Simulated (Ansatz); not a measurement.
Structure of amorphous Si₂₄O₃₆N₈ (periodic cell):

```xyz
68
Lattice="9.8847 0.3593 0.0562 0.3593 9.4894 -0.3624 0.0562 -0.3624 9.8375" Properties=species:S:1:pos:R:3 pbc="T T T"
Si     9.0346     4.1256     1.7717
Si     9.6167     8.9331     9.3206
Si     9.1483     8.0383     6.0861
Si     3.5971     4.8203     0.4046
Si     4.6279     2.3270     1.6933
Si     7.3525     4.8638     8.1548
Si     6.9730     9.6101     1.1863
Si     3.4539     1.0238     4.4060
Si     8.5106     1.4648     3.5880
Si     6.8428     6.7982     4.5425
Si     5.2006     9.0390     9.2784
Si     1.2576     8.5744     3.8219
Si     9.7829     6.7060     8.5154
Si     5.2545     0.7246     7.0047
Si     0.2242     1.7513     9.0131
Si     6.3138     4.5226     0.9782
Si     8.7755     4.9945     5.4892
Si     8.0031     2.3356     6.6988
Si     3.1753     1.7115     9.0673
Si     1.6026     5.5987     2.5542
Si     2.8039     5.4537     7.5317
Si     6.6279     9.1705     4.1044
Si     5.2935     7.0586     7.0940
Si     1.9686     3.8343     4.9732
O      0.5908     8.3381     5.2963
O      9.1793     1.8947     7.7575
O      6.2367     6.0433     7.9491
O      9.3525     6.3828     6.2267
O      2.7472     9.2713     3.9341
O      3.3231     0.1587     9.7212
O      5.8440     3.3324     2.0442
O      2.4114     4.6392     3.6108
O      8.3302     1.8302     5.1697
O      1.7253     2.1520     8.5187
O      8.6452     5.5998     8.8280
O      2.7419     4.6262     6.1555
O      0.4283     0.3017     9.7318
O      4.0239     1.4301     2.8927
O      3.5624     4.5358     8.6338
O      5.5029     6.7141     5.5406
O      1.4017     7.1210     3.0905
O      9.5213     3.5537     0.3093
O      6.6831     1.4934     7.1693
O      5.9151     8.4441     0.5717
O      7.8972     0.3571     0.6432
O      6.1582     7.7707     3.3363
O      2.6235     2.3210     4.9512
O      1.3188     5.7018     8.0630
O      8.7701     2.7944     2.6957
O      6.7026     3.7845     9.2343
O      4.1623     1.6978     7.7613
O      0.2234     4.8082     2.2894
O     10.0318     7.8696     0.1357
O      0.3334     3.7989     5.1335
O      7.7059     5.0440     1.5667
O      4.9968     5.4814     0.9509
O      2.4257     5.6379     1.1523
O      3.6961     6.8228     7.4209
O      9.7899     0.4545     3.4019
O      5.5526     1.2603     0.7013
N      4.9159     0.5303     5.2955
N      9.2894     8.2445     7.7893
N      7.9040     4.0447     6.7400
N      7.6881     8.3176     5.1985
N      7.0080     0.5907     3.1507
N      7.7367     5.4543     4.2926
N      5.6028     8.7259     7.6330
N      3.5644     3.0744     0.5947
```

Computed with PBE, scalar-relativistic without spin-orbit coupling (plane waves to 420 eV, PAW; Ansatz, a program for electronic structure).

Preparation: random packing, a CHGNet melt and quench, and a DFT relaxation. O and N atoms were pushed apart under 1.9 Å during the dynamics, to hinder bonds among them. The hot cell started wider than the set density and was brought back towards it in steps. It is the lowest in DFT energy of 2 quenches. It is a model cell: composition and starting density were chosen by hand, and all elements were melted together. No dispersion term was used. Its density started from a set value of 2.36 and ended at 2.46 g/cm³. The quench (nominally 300 K/ps over its main leg) was far faster than any real one, so the model tends to hold more defects than a real film. A cell of this size samples the disorder only roughly. Volume and shape were free in the relaxation.

Cut-offs for bonds: Si-Si 2.60 Å, Si-O 1.94 Å, Si-N 2.04 Å, O-O 1.58 Å, O-N 1.64 Å, N-N 1.70 Å. Two cations that share two anions don't count as bonded, nor two that share one unless they lie closer than Si-Si 2.38 Å.

Problem. Give the coordination numbers, mean bond lengths and angles.

Solution. 
```json
{
 "Mean coordination of Si by anions": "4.00 (24 with 4)",
 "Mean coordination of O": "2.03 (35 with 2, 1 with 3)",
 "Mean coordination of N": "2.88 (1 with 2, 7 with 3)",
 "Mean Si-O bond": "1.643 Å (spread 0.035 Å, 73 counted)",
 "Mean Si-N bond": "1.746 Å (spread 0.049 Å, 23 counted)",
 "Bond angle at Si": "mean 109.2°, spread 7.7°",
 "Bond angle at O": "mean 138.0°, spread 22.6°",
 "Bond angle at N": "mean 118.7°, spread 16.4°"
}
```

Problem. Which atoms depart from the most common coordination of their element?

Solution. O60 has 3 (Si5 1.73 Å, Si7 1.77 Å, Si11 1.79 Å); N66 has 2 (Si10 1.63 Å, Si17 1.65 Å).

Problem. List the pairs of like atoms that count as bonded by the rules above.

Solution. There are none by these rules.
